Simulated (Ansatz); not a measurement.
## Ti3MoB4 (space group Pm, No. 6; a cell from a computed database, its experimental status unchecked)

```cif
data_B4MoTi3
_chemical_formula_sum 'Ti3 B4 Mo1'
_space_group_name_H-M_alt 'Pm'
_space_group_IT_number 6
_space_group_name_Hall 'P -2y'
_cell_length_a 4.50961
_cell_length_b 3.03540
_cell_length_c 5.98250
_cell_angle_alpha 90.000
_cell_angle_beta 90.354
_cell_angle_gamma 90.000
loop_
_space_group_symop_operation_xyz
  'x, y, z'
  'x, -y, z'
loop_
_atom_site_label
_atom_site_type_symbol
_atom_site_symmetry_multiplicity
_atom_site_Wyckoff_symbol
_atom_site_fract_x
_atom_site_fract_y
_atom_site_fract_z
_atom_site_occupancy
Ti1 Ti 1 b 0.87497 0.50000 0.82447 1
Ti2 Ti 1 a 0.37961 0.00000 0.67266 1
Ti3 Ti 1 a 0.11877 0.00000 0.17777 1
B1 B 1 b 0.10323 0.50000 0.47034 1
B2 B 1 b 0.39782 0.50000 0.97092 1
B3 B 1 a 0.89990 0.00000 0.53053 1
B4 B 1 a 0.60287 0.00000 0.03163 1
Mo1 Mo 1 b 0.62282 0.50000 0.32165 1
```

Calculations: PBEsol, PAW, 420 eV (Ansatz, a quantum-chemistry and plane-wave program; no spin-orbit coupling). k-mesh 10×15×8 (Γ-centred); smearing 0.05 eV (Fermi–Dirac).

- Volume per atom: 10.24 Å³
- Density: 5.73 g/cm³
- Band gap: zero
- Total energy: -1617.122 eV/atom (σ→0; compares only within this code and set-up)

Stability against distortions was not tested. All final runs are without spin polarisation.
